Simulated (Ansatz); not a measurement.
Base system: Ga2O3 in the corundum structure (space group R-3c, No. 167).

```
Ga2O3
1.0
    2.50017     1.44347     4.48293
   -2.50017     1.44347     4.48293
    0.00000    -2.88695     4.48293
Ga O
4 6
Direct
  0.64430   0.64430   0.64430
  0.14430   0.14430   0.14430
  0.35570   0.35570   0.35570
  0.85570   0.85570   0.85570
  0.75000   0.44721   0.05279
  0.05279   0.75000   0.44721
  0.25000   0.55279   0.94721
  0.55279   0.94721   0.25000
  0.94721   0.25000   0.55279
  0.44721   0.05279   0.75000
```

Cartesian axes are those of the cell as printed.

Computed with PBEsol (Ansatz, a program for electronic structure), no spin-orbit coupling.

Strains are applied to the cell and any free atomic positions relax.

One change was made to it. Results:

The electron mass changes from 0.22 mₑ (at Γ) to 0.23 mₑ (at Γ); the energy goes up by 0.7 meV/atom.

Q: Which of these changes matches the shifts?
A. uniaxial strain ε_xx = −3.00 %
B. uniaxial strain ε_xx = −0.75 %
C. uniaxial strain ε_xx = −2.25 %
D. uniaxial strain ε_xx = −1.50 %

A: B, uniaxial strain ε_xx = −0.75 %. For comparison, the energy relative to the base in the other runs: uniaxial strain ε_xx = −2.25 % gives +6.1 meV/atom; uniaxial strain ε_xx = −3.00 % gives +11 meV/atom; uniaxial strain ε_xx = −1.50 % gives +2.7 meV/atom.

The levels and masses belong to the bands next to the band gap. Effective masses come from finite differences of ±0.01 Å⁻¹. Whether these cells are dynamically stable was not tested.
